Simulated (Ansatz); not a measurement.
Base system: CdTe in the zinc blende structure (space group F-43m, No. 216).

```
CELL_PARAMETERS angstrom
      0.00000     3.27889     3.27889
      3.27889     0.00000     3.27889
      3.27889     3.27889     0.00000
ATOMIC_POSITIONS crystal
  Cd 0.00000 0.00000 0.00000
  Te 0.25000 0.25000 0.25000
```

Cartesian axes are those of the cell as printed.

Level of theory: Kohn–Sham DFT with the r2SCAN functional, run in Ansatz (a first-principles code) with PAW and 500 eV plane waves, no spin-orbit coupling.

Before the change:

The electron mass is 0.090 mₑ (at Γ), the gap character comes out as direct at Γ and the pressure is 0.00 GPa.

One thing is altered: tensile biaxial strain of 0.50 % in the plane normal to [001], as in epitaxy on a mismatched substrate; the out-of-plane cell vector and the atoms relax.

Task: Estimate the effect on the electron mass, gap character and pressure.

Result: The electron mass goes from 0.090 mₑ (at Γ) to 0.089 mₑ (at Γ); the gap character is still direct at Γ; the pressure (mean of the normal stresses, compression positive) goes from zero to -0.13 GPa.

With Te present, leaving out spin-orbit coupling can change the band edges. Masses are band curvatures over ±0.01 Å⁻¹ around the edge. Stability against distortions was not tested. k-point labels follow each cell's own Brillouin zone.
